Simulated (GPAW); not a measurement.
Input and output of a self-consistent single point for LaMnCuGe₂ (I-4m2, 5 atoms in the cell) (GPAW)

Level of theory: LDA (Perdew-Wang 92), GPAW PAW datasets LDA (gpaw-data 1.0.1) (plane waves; GPAW).

The input file:

```python
from ase import Atoms
from ase.units import GPa
from gpaw import GPAW, PW

atoms = Atoms(['La', 'Mn', 'Cu', 'Ge', 'Ge'],
              cell=[[-2.150421, 2.150421, 5.413708],
                    [2.150421, -2.150421, 5.413708],
                    [2.150421, 2.150421, -5.413708]],
              scaled_positions=[[0.000000, 0.000000, 0.000000],
                                [0.250000, 0.750000, 0.500000],
                                [0.750000, 0.250000, 0.500000],
                                [0.622940, 0.622940, 0.000000],
                                [0.377060, 0.377060, 0.000000]],
              pbc=True)

atoms.set_initial_magnetic_moments([0.0, 4.0, 0.0, 0.0, 0.0])

calc = GPAW(spinpol=True,
            mode=PW(800),
            xc='LDA',
            kpts=(7, 7, 7),
            occupations={'name': 'marzari-vanderbilt', 'width': 0.1},
            nbands=-13,
            convergence={'forces': 0.001},
            symmetry={'symmorphic': False, 'tolerance': 0.0005},
            maxiter=100,
            txt='-')

atoms.calc = calc

energy = atoms.get_potential_energy()
print('Energy (eV):', round(energy, 6))
forces = atoms.get_forces()
print('Forces (eV/Ang):')
print(forces.round(5))
stress = atoms.get_stress()
print('Stress (GPa, Voigt):', (stress / GPa).round(4))
```

Output, abridged:

```
Input parameters:
  convergence: {forces: 0.001}
  kpts: [7 7 7]
  maxiter: 100
  mode: {ecut: 800.0,
         name: pw}
  nbands: -13
  occupations: {name: marzari-vanderbilt,
                width: 0.1}
  spinpol: True
  symmetry: {symmorphic: False,
             tolerance: 0.0005}

species:
  La:
    name: Lanthanum
    Z: 57.0
    valence: 11
    core: 46
    charge: 0.0
    file: La.LDA.gz

    # Using partial waves for La as LCAO basis

  Mn:
    name: Manganese
    Z: 25.0
    valence: 15
    core: 10
    charge: 0.0
    file: Mn.LDA.gz

    # Using partial waves for Mn as LCAO basis

  Cu:
    name: Copper
    Z: 29.0
    valence: 11
    core: 18
    charge: 0.0
    file: Cu.LDA.gz

    # Using partial waves for Cu as LCAO basis

  Ge:
    name: Germanium
    Z: 32.0
    valence: 4
    core: 28
    charge: 0.0
    file: Ge.LDA.gz

    # Using partial waves for Ge as LCAO basis

Reference energy: -421380.827361  # eV

Spin-polarized calculation.
Initial magnetic moment: 4.000000

Convergence criteria:
 Maximum [total energy] change in last 3 cyles: 0.0005 eV / valence electron
 Maximum integral of absolute [dens]ity change: 0.0001 electrons / valence electron
 Maximum integral of absolute [eigenst]ate change: 4e-08 eV^2 / valence electron
 Maximum change in the atomic [forces] across last 2 cycles: 0.001 eV/Ang OR
Maximum error relative to the maximum force is below inf
 Maximum number of scf [iter]ations: 100

Symmetries present (total): 8
Symmetries with fractional translations: 0
343 k-points: 7 x 7 x 7 Monkhorst-Pack grid
40 k-points in the irreducible part of the Brillouin zone
       k-points in crystal coordinates                weights
   0:     0.00000000    0.00000000    0.00000000          1/343
   1:     0.14285714   -0.14285714    0.00000000          4/343
   2:     0.14285714   -0.14285714    0.14285714          4/343
   [... 7 lines left out ...]
          ...
  39:     0.42857143    0.42857143    0.42857143          8/343

Wave functions: Plane wave expansion
  Cutoff energy: 800.000 eV
  Number of coefficients (min, max): 5101, 5166
  Pulay-stress correction: 0.000000 eV/Ang^3 (de/decut=0.000000)

Occupation numbers: Marzari-Vanderbilt:
  width: 0.1000  # eV

Eigensolver

Densities:
  Coarse grid: 42*42*42 grid
  Fine grid: 84*84*84 grid
  Total Charge: 0.000000

Density mixing:
  Method: difference
  Backend: pulay
  Linear mixing parameter: 0.05
  old densities: 5
  Damping of long wavelength oscillations: 50

Hamiltonian:
  XC and Coulomb potentials evaluated on a 84*84*84 grid
  External potential:
    NoExternalPotential

Number of atoms: 5
Number of atomic orbitals: 50
Number of bands in calculation: 37
Number of valence electrons: 45
Bands to converge: occupied

Density initialized from atomic densities
  37 bands from LCAO basis set

Atomic positions and initial magnetic moments

Positions:
   0 La     0.000000    0.000000    0.000000    ( 0.0000,  0.0000,  0.0000)
   1 Mn     2.150421    0.000000    2.706854    ( 0.0000,  0.0000,  4.0000)
   2 Cu    -0.000000    2.150421    2.706854    ( 0.0000,  0.0000,  0.0000)
   3 Ge    -0.000000    0.000000    6.744831    ( 0.0000,  0.0000,  0.0000)
   4 Ge     0.000000   -0.000000    4.082585    ( 0.0000,  0.0000,  0.0000)

Unit cell:
           periodic     x           y           z      points  spacing
  1. axis:    yes   -2.150421    2.150421    5.413708    42     0.0952
  2. axis:    yes    2.150421   -2.150421    5.413708    42     0.0952
  3. axis:    yes    2.150421    2.150421   -5.413708    42     0.0724

  Lengths:   6.209417   6.209417   6.209417
  Angles:  139.475687 139.475687  58.650265

Effective grid spacing dv^(1/3) = 0.1106

     iter     time        total  log10-change:         magmom
                         energy   eigst   dens  force
iter:   1 --:--:--   -37.952027                          +4.0133
iter:   2 --:--:--   -33.237745   -0.21  -1.15           +2.2052
iter:   3 --:--:--   -33.256757   -1.24  -1.35           +2.6139
iter:   4 --:--:--   -33.384008   -1.16  -1.39           +3.3395
iter:   5 --:--:--   -33.165235   -1.68  -1.62           +3.0847
iter:   6 --:--:--   -33.191081   -2.70  -1.75           +3.2763
iter:   7 --:--:--   -33.147545   -1.80  -1.77           +3.7421
iter:   8 --:--:--   -33.122033   -2.62  -2.27           +3.5383
iter:   9 --:--:--   -33.123818   -3.18  -2.35           +3.5810
iter:  10 --:--:--   -33.119969c  -2.70  -2.32           +3.6428
iter:  11 --:--:--   -33.114512c  -3.67  -2.78           +3.5988
iter:  12 --:--:--   -33.113453c  -3.73  -2.99           +3.5850
iter:  13 --:--:--   -33.113415c  -4.41  -3.19           +3.5614
iter:  14 --:--:--   -33.113497c  -4.95  -3.20           +3.5678
iter:  15 --:--:--   -33.113866c  -4.22  -3.28           +3.5553
iter:  16 --:--:--   -33.113556c  -4.61  -2.96           +3.5570
iter:  17 --:--:--   -33.113421c  -4.77  -3.25           +3.5562
iter:  18 --:--:--   -33.113353c  -4.57  -3.65           +3.5578
iter:  19 --:--:--   -33.113345c  -5.74  -4.02c          +3.5657
iter:  20 --:--:--   -33.113348c  -6.58  -4.08c          +3.5688
iter:  21 --:--:--   -33.113347c  -6.77  -4.16c          +3.5700
iter:  22 --:--:--   -33.113346c  -6.54  -4.24c          +3.5699
iter:  23 --:--:--   -33.113347c  -6.75  -4.33c          +3.5701
iter:  24 --:--:--   -33.113346c  -6.96  -4.42c          +3.5701
iter:  25 --:--:--   -33.113346c  -7.20  -4.57c          +3.5701
iter:  26 --:--:--   -33.113346c  -7.39  -4.68c          +3.5701
iter:  27 --:--:--   -33.113346c  -7.17  -4.81c          +3.5701
iter:  28 --:--:--   -33.113346c  -8.09c -4.92c          +3.5701
iter:  29 --:--:--   -33.113346c  -8.82c -5.01c -4.62c   +3.5701

Converged after 29 iterations.

Dipole moment: (0.438879, -0.438879, -0.000000) |e|*Ang

Total magnetic moment: (0.000000, 0.000000, 3.570131)
Local magnetic moments:
   0 La ( 0.000000,  0.000000,  0.028782)
   1 Mn ( 0.000000,  0.000000,  3.222589)
   2 Cu ( 0.000000,  0.000000,  0.035240)
   3 Ge ( 0.000000,  0.000000, -0.024230)
   4 Ge ( 0.000000,  0.000000, -0.024230)

Energy contributions relative to reference atoms: (reference = -421380.827361)

Kinetic:         +9.429780
Potential:       -8.790038
External:        +0.000000
XC:             -33.508998
Entropy (-ST):   +0.001236
Local:           -0.245325
SIC:             +0.000000
--------------------------
Free energy:    -33.113346
Extrapolated:   -33.113346

Spin contamination: 0.158300 electrons
Showing only first 2 kpts
                      Up                     Down
 Kpt  Band  Eigenvalues  Occupancy  Eigenvalues  Occupancy
  0    20      6.54098    1.00000      7.78735    1.00005
  0    21      6.74759    1.00000      8.22194    0.08061
  0    22      6.74759    1.00000      8.55633    0.00000
  0    23      7.66809    1.00000      9.02963    0.00000

  1    20      6.27465    1.00000      8.21812    0.09011
  1    21      6.95317    1.00000      8.38685    0.00005
  1    22      6.96187    1.00000      8.62797    0.00000
  1    23      7.48689    1.00000      9.15719    0.00000

Fermi level: 8.15288

No gap
No difference between direct/indirect transitions
Energy (eV): -33.113346

Forces in eV/Ang:
  0 La   -0.00000   -0.00000   -0.00000
  1 Mn    0.00000    0.00000    0.00000
  2 Cu    0.00000    0.00000    0.00000
  3 Ge    0.00000    0.00000    0.42468
  4 Ge    0.00000    0.00000   -0.42468

Stress tensor:
     0.070764     0.000000    -0.000000
     0.000000     0.070764     0.000000
    -0.000000     0.000000     0.068892
Stress (GPa, Voigt): [11.3377 11.3377 11.0378  0.     -0.      0.    ]
```

The run converged in 29 iterations. GPAW prints stress with tension positive.

The starting cell comes from a database of computed structures (which also holds hypothetical and non-ambient phases and stackings), without a prior relaxation at this level. Its lattice was rescaled by a random factor within 2.5 % of one. With one magnetic atom in the cell only a parallel order is possible. With a pressure of about -11 GPa the cell is away from its equilibrium volume at this level.

Cost on one core of a shared machine: roughly 8 min.
